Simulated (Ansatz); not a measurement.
Worked sum: energy of one form of PbO over another

We look at the energy of one form of PbO over another. The value is E(A) − E(B), in meV per atom.

A: PbO (Pbcm), 8 atoms in the cell.
```
CELL_PARAMETERS angstrom
      0.00000     0.00000    -4.79036
      0.00000    -5.54471     0.00000
     -5.88608     0.00000     0.00000
ATOMIC_POSITIONS crystal
  Pb 0.25000 0.98924 0.76812
  Pb 0.75000 0.01076 0.23188
  Pb 0.75000 0.51076 0.76812
  Pb 0.25000 0.48924 0.23188
  O  0.25000 0.08911 0.14005
  O  0.75000 0.91089 0.85995
  O  0.75000 0.41089 0.14005
  O  0.25000 0.58911 0.85995
```

B: PbO (P4/nmm), 4 atoms in the cell.
```yaml
crystal:
  lattice:
    - [4.03357, 0.00000, 0.00000]
    - [0.00000, 4.03357, 0.00000]
    - [0.00000, 0.00000, 5.00473]
  atoms:
    - { symbol: Pb, position: [0.50000, 0.00000, 0.23732] }
    - { symbol: Pb, position: [0.00000, 0.50000, 0.76268] }
    - { symbol: O, position: [0.50000, 0.50000, 0.00000] }
    - { symbol: O, position: [0.00000, 0.00000, 0.00000] }
```

Setting: static, neutral cells in Ansatz (PAW) whose structures rest at the PBE+D3(BJ) level. Ansatz (a quantum-chemistry and plane-wave program) runs with its default PAW set. Spin-orbit coupling is left out.

Total energies of the cells in eV, at zero smearing width. They compare only within one column; the weights balance every element.

```csv
cell,atoms,weight,PBE+D3(BJ)
A: PbO (Pbcm),8,+1,-49896.00881
B: PbO (P4/nmm),4,−2,-24948.03047
```

PBE+D3(BJ): (-49896.00881) − 2 × (-24948.03047) = 0.052 eV; dividing by 8 atoms gives 7 meV/atom.

What follows from the PBE+D3(BJ) value: Against the thermal energy at 300 K, k_BT = 25.9 meV, the difference of 6.5 meV per atom is 0.25 k_BT. To turn the order at 1000 K, where k_BT = 86.2 meV, the higher one would need 0.075 k_B per atom more entropy.
